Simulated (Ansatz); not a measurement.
**Input and output of a self-consistent single point for CaGe₂Ru₂ (I4mm, 5 atoms in the cell) (Ansatz, a quantum-chemistry and plane-wave program)**

Method of the run: PBEsol, default PAW files made with PBE (plane waves; Ansatz).

This input was run:

Ansatz 0.2 input:
```yaml
# Ca(GeRu)2
crystal:
  lattice:
    - [-2.136967, 2.136967, 4.999343]
    - [2.136967, -2.136967, 4.999343]
    - [2.136967, 2.136967, -4.999343]
  atoms:
    - { symbol: Ca, position: [0.005001, 0.005001, 0.000000] }
    - { symbol: Ge, position: [0.366270, 0.366270, 0.000000] }
    - { symbol: Ge, position: [0.633730, 0.633730, 0.000000] }
    - { symbol: Ru, position: [0.750000, 0.250000, 0.500000] }
    - { symbol: Ru, position: [0.250000, 0.750000, 0.500000] }
basis:
  ecutwfc: 420.0 eV
kpoints:
  mp_grid: { grid: [5, 5, 5] }
hamiltonian:
  xc: pbesol
  pseudopotentials: { kind: paw }
scf:
  occupations: { method: gaussian, width: 0.1 eV }
output:
  forces: true
  eigenvalues: true
  stress: true
```

Log, with long lists cut:

```
WARN ansatz: RAYON_NUM_THREADS=1 ignored (pool sized by the plan → 1); use --threads N
Pseudopotentials: kind: paw
Pseudopotential: Ca, paw, valence charge 10
Pseudopotential: Ge, paw, valence charge 14
Pseudopotential: Ru, paw, valence charge 16
Crystal: 5 atoms, lattice volume = 91.321 Å³
Basis set: ecut = 420 eV, 1769 PW (Γ), exchange–correlation on 80×80×80 points (8 copies of the dense FFT grid, shifted against one another)
Bands: 42, of which v1, the nominal top of the filled ones, is band 35 counted from 1 (34 counted from 0)
Symmetry: 8 space group operations
Space group: I4mm (ITA 107), of the structure as read, at distance tolerance 4.5e-5 Å
k-points: 18 of 125 (time reversal used)
PAW frozen core: Ca, regenerated for the run's functional, and the local potential with it
PAW frozen core: Ge, regenerated for the run's functional, and the local potential with it
PAW frozen core: Ru, regenerated for the run's functional, and the local potential with it
Initial density: superposition of atomic densities (neutral atoms: chi_scale 0, normalization atom), corrected by the library's trained network
Initial wavefunctions: pseudopotential atomic-orbital guess
Eigensolver: davidson
Functional: x = pbesol(κ = 0.804, μ = 0.12345679012345678), c = pbesol(β = 0.046)
SCF iter   1: F=—  HF=-21936.262815 eV  |F-HF|=—  |Δ(HF+E_count)|=         —  Δρ=5.88e-3  dr2=3.22e-2  ethr=1.77e-3  ⟨swp⟩=6.9  Hψ=2989  notcnv=0
all-band conjugate gradients solve this SCF's bands
preconditioner: auto → Kerker (q_TF=auto, 2.610 Å⁻¹)
SCF iter   2: F=—  HF=-21936.256488 eV  |F-HF|=—  |Δ(HF+E_count)|=   6.33e-3  Δρ=3.24e-3  dr2=1.14e-2  ethr=4.59e-5  ⟨swp⟩=2.1  Hψ=1418  notcnv=0
SCF iter   3: F=—  HF=-21936.254235 eV  |F-HF|=—  |Δ(HF+E_count)|=   2.25e-3  Δρ=9.85e-4  dr2=1.16e-3  ethr=1.63e-5  ⟨swp⟩=2.0  Hψ=934  notcnv=0
SCF iter   4: F=—  HF=-21936.253975 eV  |F-HF|=—  |Δ(HF+E_count)|=   2.60e-4  Δρ=4.04e-4  dr2=2.23e-4  ethr=1.66e-6  ⟨swp⟩=2.0  Hψ=1010  notcnv=0
SCF iter   5: F=—  HF=-21936.253955 eV  |F-HF|=—  |Δ(HF+E_count)|=   1.91e-5  Δρ=2.03e-4  dr2=4.93e-5  ethr=3.19e-7  ⟨swp⟩=2.0  Hψ=1191  notcnv=0
SCF iter   6: F=—  HF=-21936.253938 eV  |F-HF|=—  |Δ(HF+E_count)|=   1.73e-5  Δρ=5.16e-5  dr2=3.44e-6  ethr=7.04e-8  ⟨swp⟩=2.0  Hψ=1190  notcnv=0
SCF iter   7: F=—  HF=-21936.253937 eV  |F-HF|=—  |Δ(HF+E_count)|=   7.45e-7  Δρ=1.24e-5  dr2=2.08e-7  ethr=4.92e-9  ⟨swp⟩=2.0  Hψ=1267  notcnv=0
SCF iter   8: F=-21936.253937 eV  HF=-21936.253937 eV  |F-HF|=1.74e-8  |Δ(HF+E_count)|=   3.92e-8  Δρ=4.48e-6  dr2=3.02e-8  ethr=1.43e-10  ⟨swp⟩=8.2  Hψ=2922  notcnv=0
SCF 1 converged in 8 iterations: F = -21936.253937 eV  dr2 = 3.02e-8
SCF converged after 8 iterations
Free energy (F): -21936.253937 eV
Harris-Foulkes:  -21936.253937 eV  (|F-HF|=1.74e-8)
Internal energy: -21936.242085 eV  (E = F + TS)
E sigma→0 (E₀):  -21936.248011 eV
Entropy (-TS):   -0.011853 eV (-2.371 meV/atom)
Fermi energy:    13.366773 eV
--- Per-component energies (eV) ---
  E_band       = -629.592518
  E_kinetic    = 1536.240707
  E_local      = -9101.865394  (includes V_loc(G=0)·N_el)
  E_nonlocal   = 1600.439717
  E_hartree    = 3628.144928
  E_xc         = -666.118022
  E_vxc        = -779.041109  (∫ρ·V_xc dr)
  E_paw        = -11597.468788  (= ΣΔE_a)
  E_vpaw       = -1141.645115  (= ΣTr[D̂ρ^β])
  E_aug_tail   = 0.000276  (compensation charges beyond the density's cutoff)
  E_ewald      = -7338.076766
  E_core_change = 2.461259  (= ΣΔE_core)
  E_smearing   = -0.011853  (= −TS)
  E_closure    = -0.000000  (closes the sum)
  Σ components = -21936.253937   (vs F -21936.253937, Δ=0.00e0)
--- Forces (eV/Å), atoms counted from 1 ---
  atom   1  Ca     0.00000000     0.00000000    -0.13426628
  atom   2  Ge    -0.00000000    -0.00000000    -0.08386514
  atom   3  Ge     0.00000000     0.00000000     0.12709470
  atom   4  Ru     0.00000000     0.00000000     0.04551821
  atom   5  Ru    -0.00000000    -0.00000000     0.04551821
  max |Σ_I F_I| component: 2.90e-7 eV/Å
--- Stress (GPa, compression-positive) ---
       -3.653638       0.000000      -0.000000
        0.000000      -3.653638       0.000000
       -0.000000      -0.000000      -3.006584
  P = ⅓ Tr σ = -3.4380 GPa (-34.380 kbar)
  The stress holds the Pulay correction. Without it, at fixed plane waves, as pw.x and ABINIT print it: P = -3.4677 GPa
--- Band table (eV; the first three rows and the last of 18) ---
  k-point 0: bands = ["-58.5020", "-58.4745", "-28.7059", "-28.7059", "-28.5400", "-28.5400", "-28.4709", "-28.4330", "-27.1194", "-10.6448", "-10.6017", "-10.6017", "-10.5561", "-10.5561", "-10.5542", "-10.5519", "-10.5337", "-10.5247", "-10.5180", [...]
  k-point 1: bands = ["-58.4972", "-58.4792", "-28.7139", "-28.6435", "-28.6061", "-28.5344", "-28.4637", "-28.4390", "-27.1180", "-10.6454", "-10.6058", "-10.6049", "-10.5621", "-10.5592", "-10.5524", "-10.5495", "-10.5324", "-10.5252", "-10.5190", [...]
  k-point 2: bands = ["-58.4894", "-58.4868", "-28.7268", "-28.7118", "-28.5414", "-28.5254", "-28.4519", "-28.4485", "-27.1158", "-10.6462", "-10.6142", "-10.6101", "-10.5688", "-10.5636", "-10.5516", "-10.5465", "-10.5288", "-10.5271", "-10.5199", [...]
  k-point 17: bands = ["-58.4994", "-58.4771", "-28.6916", "-28.6902", "-28.5573", "-28.5560", "-28.4689", "-28.4361", "-27.1165", "-10.6447", "-10.6050", "-10.6015", "-10.5600", "-10.5580", "-10.5564", "-10.5466", "-10.5276", "-10.5247", [...]
```

The run converged in 8 iterations.

The starting cell comes from a database of computed structures (which also holds hypothetical and non-ambient phases and stackings), without a prior relaxation at this level. Its lattice was rescaled by up to half a per cent. One atom was moved a little off its site on purpose. Spin polarisation is off. With a pressure of about -3 GPa the cell is away from its equilibrium volume at this level. Ansatz's pressure includes its estimate of the finite-basis (Pulay) stress.
